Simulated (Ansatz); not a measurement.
## GaN: energy against strain

GaN (wurtzite, P6_3mc, 11.051 Å³/atom at rest, c along z) under a strain ε along a direction in the basal plane (axis x), the other axes held. LDA in Ansatz, a plane-wave DFT program (PAW, default set), 420 eV, 12×12×7 Γ-centred mesh, Fermi-Dirac smearing 0.05 eV; ions are relaxed within the symmetry of each cell.

Here s stands for strain and y for E less E0.

```csv
strain (%),E less E0 (meV/atom)
-1.20,1.86
-0.60,0.46
0.00,0.00
0.60,0.44
1.20,1.78
3.00,?
```

The 5 complete rows are fitted with a parabola, y against s. Least squares gives y = -0.003 - 0.0300·s + 1.2659·s². Residuals (row less fit): 0.004, -0.011, 0.003, 0.005, -0.004; standard error 0.010 (degrees of freedom: 2). Twice the quadratic coefficient over the volume, 2 × 1.2659 meV × 10⁴ × 0.1602 / 11.051 Å³, is the elastic constant C11 = 367 ± 2 GPa.

Q: Estimate the missing y (s = 3.00); what did the run itself give?

A: y = -0.003 - 0.0300 × 3.0 + 1.2659 × 3.0² = 11.300 meV/atom. The calculation gives 10.90 meV/atom, 0.400 meV/atom below the prediction (3.7 % of the range of y in the table). The row lies outside the fitted rows, so this is an extrapolation. From the scatter of the fitted rows alone, a prediction at this place has a standard error of 0.062 meV/atom, so the miss is 6.5 times that.

One order more, fitted to all 11 runs of the series, follows each within 0.01, so the miss is the next term of a smooth law. Rows are the converged runs of the series near zero and its far end; series whose fitted rows scatter by over a few per cent of the range, as at a crossing or softening among them, aren't shown in this form. Most that stay on the fit to the last digits aren't either.
